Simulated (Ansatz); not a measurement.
InAs under a change: biaxial strain +0.42 %, plane normal [111], relaxed out of plane

Start from InAs in the zinc blende structure (space group F-43m, No. 216; a = 6.110 Å). Axes: x, y, z lie along the cube axes.

Now apply this change: tensile biaxial strain of 0.42 % in the plane normal to [111], as in epitaxy on a mismatched substrate; the out-of-plane cell vector and the atoms relax.

Level of theory: r2SCAN, PAW, 500 eV (Ansatz, a quantum-chemistry and plane-wave program; spin-orbit coupling left out). k-mesh 9×9×9 (Γ-centred); smearing 0.05 eV (Fermi–Dirac).

The volume per atom rises by 0.168 Å³ to 28.67 Å³ and the space group changes from F-43m (No. 216) to R3m (No. 160). The shortest interatomic distance stays essentially unchanged (4.999 bohr against 5.001 bohr) and the energy rises by 0.4 meV/atom. The pressure (mean of the normal stresses, compression positive) goes from zero to -0.3 GPa and the band gap goes from 0.08 eV to zero. The valley order (the lowest conduction-band minima on the path, energy above the VBM, named in the base's zone) becomes Γ 0.04 eV; L along [111] 1.16 eV; L along [1-1-1] 1.23 eV (base: Γ 0.08 eV; L along ⟨111⟩ 1.25 eV) and the out-of-plane strain comes out as -0.25 % (rough). The mean in-plane stress (compression positive) comes out as -0.5 GPa (rough).

Cost of the whole job for the changed cell (relaxation, final SCF and bands): around 70 core-seconds (rough).

Without a gap, meshes like the base's 9×9×9 leave anisotropic stresses uncertain by several tenths of a GPa, and small strain energies with them. Stability against distortions was not tested. The final runs are not spin-polarised. Gaps under 0.05 eV, about the width of the smearing, are given as zero. A zero or small gap of InAs can be the functional's error rather than a property of the material.
